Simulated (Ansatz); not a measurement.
Worked example: self-consistent single point of TaTi (Cmm2, 2 atoms in the cell) in Ansatz (an electronic-structure program).

Computed with LDA (PW92), harder PAW files (source: ansatz) made with PBE (plane waves; Ansatz).

```
TaTi
1.0
    1.62471    -2.28601     0.00000
    1.62471     2.28601     0.00000
    0.00000     0.00000     4.66071
Ti Ta
1 1
Direct
  0.50000   0.50000   0.51073
  0.00000   0.00000   0.00000
```

Reference input (self-consistent single point, DFT, LDA (PW92), plane waves, default PAW files made with PBE): basis.ecutwfc = 30.9 Ry; kpoints.mp_grid.grid = 12 12 7; hamiltonian.xc = lda; hamiltonian.pseudopotentials = {kind: paw} (the program's default PAW files); scf.occupations.method = fermi_dirac; scf.occupations.width = 0.0073 Ry. This run's input differs from it in these lines:

Ansatz 0.2 input:
```diff
@@ -10,3 +10,3 @@
 basis:
-  ecutwfc: 30.9 Ry
+  ecutwfc: 29.8 Ry
 kpoints:
@@ -18,2 +18,3 @@
     kind: paw
+    source: ansatz
 scf:
```

Output, abridged:

```
SCF iter   1: F=—  HF=-18983.770860 eV  |F-HF|=—  |Δ(HF+E_count)|=         —  Δρ=1.63e-1  dr2=2.05e1  ethr=3.10e-3  ⟨swp⟩=4.0  Hψ=14508  notcnv=0
all-band conjugate gradients solve this SCF's bands
preconditioner: auto → Kerker (q_TF=auto, 2.783 Å⁻¹)
SCF iter   2: F=—  HF=-18980.650625 eV  |F-HF|=—  |Δ(HF+E_count)|=    3.12e0  Δρ=4.23e-2  dr2=6.66e-1  ethr=3.10e-3  ⟨swp⟩=3.0  Hψ=10108  notcnv=0
   [... lines left out ...]
SCF iter   7: F=—  HF=-18980.478784 eV  |F-HF|=—  |Δ(HF+E_count)|=   2.35e-5  Δρ=2.43e-4  dr2=4.88e-5  ethr=7.85e-7  ⟨swp⟩=1.9  Hψ=4551  notcnv=0
SCF iter   8: F=—  HF=-18980.478782 eV  |F-HF|=—  |Δ(HF+E_count)|=   1.79e-6  Δρ=3.16e-5  dr2=1.46e-7  ethr=1.25e-7  ⟨swp⟩=1.8  Hψ=4357  notcnv=0
SCF iter   9: F=—  HF=-18980.478782 eV  |F-HF|=—  |Δ(HF+E_count)|=   3.47e-8  Δρ=2.30e-5  dr2=3.04e-7  ethr=2.56e-10  ⟨swp⟩=5.5  Hψ=18766  notcnv=0
SCF iter  10: F=-18980.478782 eV  HF=-18980.478782 eV  |F-HF|=2.89e-8  |Δ(HF+E_count)|=   2.95e-8  Δρ=7.45e-6  dr2=3.16e-8  ethr=2.56e-10  ⟨swp⟩=3.0  Hψ=15587  notcnv=0
SCF 1 converged in 10 iterations: F = -18980.478782 eV  dr2 = 3.16e-8
Free energy (F): -18980.478782 eV
Internal energy: -18980.367851 eV  (E = F + TS)
E sigma→0 (E₀):  -18980.423317 eV
Entropy (-TS):   -0.110930 eV (-55.465 meV/atom)
Fermi energy:    18.116918 eV
--- Forces (eV/Å), atoms counted from 1 ---
  atom   1  Ti     0.00000000     0.00000000    -0.14404374
  atom   2  Ta     0.00000000     0.00000000     0.14394821
--- Stress (GPa, compression-positive) ---
       -6.444962       0.000000       0.000000
        0.000000      -6.331086       0.000000
        0.000000       0.000000      -7.294878
  P = ⅓ Tr σ = -6.6903 GPa (-66.903 kbar)
  The stress holds the Pulay correction. Without it, at fixed plane waves, as pw.x and ABINIT print it: P = -25.7547 GPa
```

The run converged in 10 iterations. Against the reference run the pressure goes from -6.94 to -6.69 GPa and the largest force goes from 0.131 to 0.144 eV/Å.

The starting cell comes from a database of computed structures (which also holds hypothetical and non-ambient phases and stackings), without a prior relaxation at this level. Its lattice was rescaled by up to half a per cent. One atom was moved a little off its site on purpose. Spin polarisation is off. Ansatz's pressure includes its estimate of the finite-basis (Pulay) stress. Without the estimate this run gives -25.75 GPa. The cutoff lies below the one recommended for these files.
